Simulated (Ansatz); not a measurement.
Consider TiC in the rock salt structure (space group Fm-3m, No. 225; a = 4.2934 Å; relaxed with 0.1 eV smearing). Axes: x, y, z lie along the cube axes.

The values are results of PBEsol (Ansatz, a first-principles code; PAW; 420 eV plane waves; no spin-orbit coupling), not measurements.

Strains are applied to the cell and any free atomic positions relax; under biaxial strain the out-of-plane vector relaxes too.

One change was made to it. Results:

The pressure (mean of the normal stresses, compression positive) goes from zero to 3.2 GPa; the energy rises by 2.4 meV/atom.

Which change produced these results?
(A) biaxial strain +0.42 %, plane normal [111], relaxed out of plane
(B) biaxial strain −2.50 %, plane normal [111], relaxed out of plane
(C) biaxial strain −0.83 %, plane normal [111], relaxed out of plane
(D) biaxial strain +1.67 %, plane normal [111], relaxed out of plane

C, biaxial strain −0.83 %, plane normal [111], relaxed out of plane. For comparison, the energy relative to the base in the other runs: biaxial strain +0.42 %, plane normal [111], relaxed out of plane gives +0.6 meV/atom; biaxial strain −2.50 %, plane normal [111], relaxed out of plane gives +23 meV/atom; biaxial strain +1.67 %, plane normal [111], relaxed out of plane gives +9.2 meV/atom.

No phonon test of stability was made. All final runs are without spin polarisation.
